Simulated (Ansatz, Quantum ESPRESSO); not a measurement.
A Quantum ESPRESSO input for a self-consistent single point of Na2S (Fm-3m, 3 atoms in the cell) (DFT, PBE, plane waves, GBRV 1.5 ultrasoft (PBE) pseudopotentials):

```fortran
&CONTROL
   calculation = 'scf'
   prefix = 'na2s'
   outdir = './work'
   pseudo_dir = './'
   verbosity = 'high'
   tprnfor = .true.
   tstress = .true.
/
&SYSTEM
   ibrav = 0
   nat = 3
   ntyp = 2
   ecutwfc = 40
   ecutrho = 200
   occupations = 'smearing'
   smearing = 'fermi-dirac'
   degauss = 0.00147
/
&ELECTRONS
   conv_thr = 1.0d-10
   mixing_beta = 0.7
/
ATOMIC_SPECIES
Na    22.9898  na_pbe_v1.5.uspp.F.UPF
S     32.0600  s_pbe_v1.4.uspp.F.UPF
CELL_PARAMETERS {angstrom}
   0.0000000000     3.3321300000     3.3321300000
   3.3321300000     0.0000000000     3.3321300000
   3.3321300000     3.3321300000     0.0000000000
ATOMIC_POSITIONS {crystal}
Na    0.2500000000    0.2500000000    0.2500000000
Na    0.7500000000    0.7500000000    0.7500000000
S     0.0000000000    0.0000000000    0.0000000000
K_POINTS {automatic}
6 6 6  0 0 0
```

**Question.** Translate this input to Ansatz (a program for electronic structure).

**Answer.** This is the input that was run; spellings and numerical settings could be chosen otherwise.

Ansatz 0.2 input:
```yaml
# Na2S
crystal:
  lattice:
    - [0.00000000, 3.33213000, 3.33213000]
    - [3.33213000, 0.00000000, 3.33213000]
    - [3.33213000, 3.33213000, 0.00000000]
  atoms:
    - { symbol: Na, position: [0.25000000, 0.25000000, 0.25000000] }
    - { symbol: Na, position: [0.75000000, 0.75000000, 0.75000000] }
    - { symbol: S, position: [0.00000000, 0.00000000, 0.00000000] }
kpoints:
  mp_grid: { grid: [6, 6, 6] }
hamiltonian:
  xc: pbe
  pseudopotentials: { kind: paw }
scf:
  occupations: { method: fermi_dirac, width: 0.02 }
output:
  forces: true
  eigenvalues: true
  stress: true
```

Basis settings and potentials, where a program has them, do not carry over. This input uses DFT, PBE, plane waves, default PAW files. Both were run: pressure -1.02 GPa in Quantum ESPRESSO and -1.12 in Ansatz; gap on the mesh 2.307 eV in Quantum ESPRESSO and 2.308 in Ansatz. Ansatz's pressure is the one without its finite-basis correction.

On Quantum ESPRESSO: the starting cell has typed, rounded lattice constants, without a prior relaxation at this level. Its lattice was rescaled by a random factor within 2.5 % of one.

On Ansatz: the starting cell has typed, rounded lattice constants, without a prior relaxation at this level. Its lattice was rescaled by a random factor within 2.5 % of one.
